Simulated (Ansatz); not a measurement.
C on the O site (C_O) in rock-salt MgO: one set of geometries, relaxed with PBE, evaluated in Ansatz (PAW, plane waves to 420 eV, 500 eV under r2SCAN) with PBE, r2SCAN.

Set-up: 64-site cell; 2×2×2 shifted k-points; start: the O site; charged states image-corrected; not converged in cell size.

```
quantity                                                               PBE  r2SCAN
--------------------------------------------------------------------  ----  ------
host gap (eV)                                                         4.46    5.34
ε(+1/0) above the VBM (eV)                                            1.43    1.79
ε(0/−1) above the VBM (eV)                                            2.46    2.89
ε(−1/−2) above the VBM (eV)                                           3.38    3.96
largest moment on one atom at charge +1 (μB)                          1.59    1.70
neutral formation energy against graphite, O2 molecule in a box (eV)  9.72    9.83
largest moment on one atom at charge 0 (μB)                           1.01    1.08
largest moment on one atom at charge −1 (μB)                          0.47    0.50
```

PBE narrows the gap by 0.88 eV against r2SCAN, the highest level run, and puts the levels 0.46 eV lower above the valence-band maximum on average.

Ansatz is an electronic-structure program.
